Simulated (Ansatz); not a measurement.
Seebeck coefficient (μV/K, mean over directions) of p-type SrZn2N2 (I4/mcm) against carrier density, PBEsol, rigid bands (Ansatz, an electronic-structure program). Computed gap 0.48 eV; densities at which minority carriers matter at this gap, or further valleys turn the trend, are left out. Conductivity mass 0.72 mₑ (harmonic mean over directions), N_v = 6.5e19 cm⁻³ at 300 K.

```json
[
 {"hole density": "3e18 cm⁻³", "300 K": "479", "500 K": "549"},
 {"hole density": "1e19 cm⁻³", "300 K": "376", "500 K": "446"},
 {"hole density": "3e19 cm⁻³", "300 K": "284", "500 K": "352"},
 {"hole density": "1e20 cm⁻³", "300 K": "?", "500 K": "253"},
 {"hole density": "3e20 cm⁻³", "300 K": "?", "500 K": "169"},
 {"hole density": "1e21 cm⁻³", "300 K": "58", "500 K": "?"}
]
```

Problem. Some entries are withheld; supply them.

Solution. 
- 1e20 cm⁻³, 300 K: 189
- 3e20 cm⁻³, 300 K: 116
- 1e21 cm⁻³, 500 K: 91

Rigid bands with a gap fixed in temperature, one relaxation time for all states, no polarons or phonon drag, and whether or not such doping can be reached. Spin-orbit coupling is left out; where it splits the top of the valence band, N_v and the p-type Seebeck coefficient come out somewhat high without it.

Computed structure with no diffraction record at hand here (it may be known, metastable or hypothetical): SrZn2N2 (I4/mcm).
